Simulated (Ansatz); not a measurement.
Worked example: self-consistent single point of Tl (P6_3/mmc, 4 atoms in the cell) in Ansatz (a program for electronic structure).

Method of the run: PBE, PAW files (plane waves; Ansatz).

The change in words: lattice scaled by 0.98. Reference geometry:
```yaml
crystal:
  lattice:
    - [3.47706, 0.00000, 0.00000]
    - [-1.73853, 3.01122, 0.00000]
    - [0.00000, 0.00000, 11.16421]
  atoms:
    - { symbol: Tl, position: [0.00000, 0.00000, 0.00000] }
    - { symbol: Tl, position: [0.00000, 0.00000, 0.50000] }
    - { symbol: Tl, position: [0.33333, 0.66667, 0.25000] }
    - { symbol: Tl, position: [0.66667, 0.33333, 0.75000] }
```

Reference input (self-consistent single point, DFT, PBE, plane waves, PAW files): basis.ecutwfc = 420 eV; kpoints.mp_grid.grid = 11 11 3; hamiltonian.xc = pbe; hamiltonian.pseudopotentials = {kind: paw} (the program's default PAW files); scf.occupations.method = fermi_dirac; scf.occupations.width = 0.1 eV. This run's input differs from it in these lines:

```diff
@@ -2,5 +2,5 @@
   lattice:
-    - [3.47706200, 0.00000000, 0.00000000]
-    - [-1.73853100, 3.01122400, 0.00000000]
-    - [0.00000000, 0.00000000, 11.16421000]
+    - [3.40752100, 0.00000000, 0.00000000]
+    - [-1.70376000, 2.95100000, 0.00000000]
+    - [0.00000000, 0.00000000, 10.94092600]
   atoms:
```

The program printed (abridged):

```
SCF iter   1: F=—  HF=-45785.199354 eV  |F-HF|=—  |Δ(HF+E_count)|=         —  Δρ=1.42e-2  dr2=3.18e-1  ethr=3.10e-3  ⟨swp⟩=6.8  Hψ=4403  notcnv=0  defer=1
all-band conjugate gradients solve this SCF's bands
preconditioner: auto → Kerker (q_TF=auto, 2.408 Å⁻¹)
SCF iter   2: F=—  HF=-45785.105760 eV  |F-HF|=—  |Δ(HF+E_count)|=   9.36e-2  Δρ=7.62e-3  dr2=9.08e-2  ethr=6.11e-4  ⟨swp⟩=2.9  Hψ=2162  notcnv=0  defer=14
   [... lines left out ...]
SCF iter   4: F=—  HF=-45785.080259 eV  |F-HF|=—  |Δ(HF+E_count)|=   8.85e-5  Δρ=3.22e-4  dr2=7.89e-5  ethr=9.69e-6  ⟨swp⟩=2.1  Hψ=1842  notcnv=0  defer=14
SCF iter   5: F=—  HF=-45785.080358 eV  |F-HF|=—  |Δ(HF+E_count)|=   9.87e-5  Δρ=5.26e-5  dr2=2.49e-6  ethr=1.52e-7  ⟨swp⟩=2.0  Hψ=1204  notcnv=0  defer=14
SCF iter   6: F=—  HF=-45785.080361 eV  |F-HF|=—  |Δ(HF+E_count)|=   3.02e-6  Δρ=1.20e-5  dr2=2.02e-7  ethr=4.79e-9  ⟨swp⟩=2.7  Hψ=1672  notcnv=0  defer=14
SCF iter   7: F=-45785.080361 eV  HF=-45785.080361 eV  |F-HF|=4.59e-9  |Δ(HF+E_count)|=   1.48e-7  Δρ=3.39e-6  dr2=1.46e-8  ethr=1.92e-10  ⟨swp⟩=5.7  Hψ=3439  notcnv=0
SCF 1 converged in 7 iterations: F = -45785.080361 eV  dr2 = 1.46e-8
Free energy (F): -45785.080361 eV
Internal energy: -45785.018043 eV  (E = F + TS)
E sigma→0 (E₀):  -45785.049202 eV
Entropy (-TS):   -0.062318 eV (-15.579 meV/atom)
Fermi energy:    11.162041 eV
--- Forces (eV/Å), atoms counted from 1 ---
  atom   1  Tl     0.00000000     0.00000000     0.00000000
   [... zero for the other atoms too ...]
--- Stress (GPa, compression-positive) ---
        4.610922      -0.000000       0.000000
       -0.000000       4.610922       0.000000
        0.000000       0.000000       5.236478
  P = ⅓ Tr σ = 4.8194 GPa (48.194 kbar)
  The stress holds the Pulay correction. Without it, at fixed plane waves, as pw.x and ABINIT print it: P = 4.8029 GPa
```

The run converged in 7 iterations. Against the reference run the free energy rises by 36.5 meV/atom and the pressure goes from 2.15 to 4.82 GPa.

The starting cell comes from a database of computed structures (which also holds hypothetical and non-ambient phases and stackings), without a prior relaxation at this level. Its lattice was rescaled by a random factor within 2.5 % of one. For this run, on top of that: lattice scaled by 0.98. With a pressure of about 5 GPa the cell is away from its equilibrium volume at this level. Ansatz's pressure includes its estimate of the finite-basis (Pulay) stress.

Keys are those of Ansatz 0.2.
